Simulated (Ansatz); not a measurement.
# How the Voigt–Reuss–Hill shear modulus of L1₂ (Cu3Au-type) Cu3Au moves with the method

No measured value is used here.

| level (code) | value (GPa) | cell (Å³/atom) |
|---|---|---|
| LDA (Ansatz) | 60.8 | 12.37 |
| PBE (Ansatz) | 46.5 | 13.51 |
| PBEsol (Ansatz) | 56.6 | 12.80 |
| PBE-D3(BJ) (Ansatz) | [?] | 12.86 |

### Question
Fill in the missing entries.

### Answer

- PBE-D3(BJ) (Ansatz, a quantum-chemistry and plane-wave program), value (GPa): 57.9

Density-functional levels without +SOC have no spin–orbit coupling. PBE-D3(BJ): the dispersion coefficients are held fixed in the derivatives. Each level is taken at its own relaxed cell. Ansatz's density-functional and Hartree–Fock values are scalar-relativistic unless marked +SOC, with PAW data made under PBE.
